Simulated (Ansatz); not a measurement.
Point defect B on the Si site + 1 H in silicon

Method: PBE, PAW (plane waves to 420 eV; Ansatz, a quantum-chemistry and plane-wave program). The supercell holds 64 host sites (2×2×2 repeats of the unit cell), with a 2×2×2 shifted k-point sampling for the final energies. Sites at the start: the Si site; H at the bond centre. Finite-size correction: monopole term and site-potential alignment. Dielectric constants: PBE linear response of the host. Host gap at this level: 0.61 eV. A cell of this size leaves errors of a few tenths of an eV. Levels are measured in PBE's own, too narrow, gap. Spin–orbit coupling is left out. Each state is the lowest found from its start.

Formation energies E_f are given with the Fermi level at the valence-band maximum. Chemical conditions: host crystal and elements as references (Δμ(Si) = 0.00 eV, Δμ(B) = 0.00 eV, Δμ(H) = 0.00 eV; B taken from its element, since no compound that bounds it was computed at this level; H taken from its element, since no compound that bounds it was computed at this level; only phases computed here count, gases as isolated molecules at 0 K). Reference phases: B: alpha boron, H: H2 molecule in a box, Si: silicon.

| charge | moment (μB) | point group | largest move off a lattice site (Å) | image correction with alignment (eV) | E_f, host crystal and elements as references (eV) |
|---|---|---|---|---|---|
| +1† | quenched | – | 0.32 | 0.00 | – |
| 0 | not spin-polarised | C3v | 0.32 | 0.00 | 1.17 |

† Not settled in this cell, so no level is given: charge +1: a level filled in part, carriers not clearly localised, level within 0.1 eV of a band edge or past it.

Point groups are those of the whole cell at tolerances of 0.03 and 0.1 Å ("near" where only the looser one holds); none is given for unsettled states.

Starting moments that weren't kept: charge +1 began with 1 μB and ended with 0.0.

No other site or start that was run ended lower by more than 0.1 eV.
